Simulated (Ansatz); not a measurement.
## A computed series for Nb: response to strain

Consider Nb in the bcc (W type) structure (space group Im-3m, No. 229; relaxed with 0.1 eV smearing).

```
CELL_PARAMETERS angstrom
     -1.65223     1.65223     1.65223
      1.65223    -1.65223     1.65223
      1.65223     1.65223    -1.65223
ATOMIC_POSITIONS crystal
  Nb 0.00000 0.00000 0.00000
```

Cartesian axes are those of the cell as printed.

Strains are applied to the cell and any free atomic positions relax; under biaxial strain the out-of-plane vector relaxes too.

Method: r2SCAN/PAW in Ansatz (a quantum-chemistry and plane-wave program), no spin-orbit coupling.

Notes on the quantities. energy relative to the base: free energy F; in-plane stress: mean in-plane stress (compression positive).

```csv
change,energy relative to the base,ratio −ε⊥/ε∥,in-plane stress
base,0 meV/atom,–,–
"biaxial strain +0.50 %, plane normal [001], relaxed out of plane",+0.7 meV/atom,–,-1.2 GPa
"biaxial strain +1.00 %, plane normal [001], relaxed out of plane",+2.6 meV/atom,1.11,-2.2 GPa
"biaxial strain +1.50 %, plane normal [001], relaxed out of plane",+5.6 meV/atom,___,___
"biaxial strain +2.00 %, plane normal [001], relaxed out of plane",+9.6 meV/atom,1.14,-4.0 GPa
"biaxial strain +2.50 %, plane normal [001], relaxed out of plane",___,1.15,-4.8 GPa
"biaxial strain +3.00 %, plane normal [001], relaxed out of plane",+20 meV/atom,1.16,-5.6 GPa
```

What belongs in the blanks?


- biaxial strain +1.50 %, plane normal [001], relaxed out of plane, ratio −ε⊥/ε∥: 1.12
- biaxial strain +1.50 %, plane normal [001], relaxed out of plane, in-plane stress: -3.2 GPa
- biaxial strain +2.50 %, plane normal [001], relaxed out of plane, energy relative to the base: +15 meV/atom

Stability against distortions was not tested. The final runs are not spin-polarised.
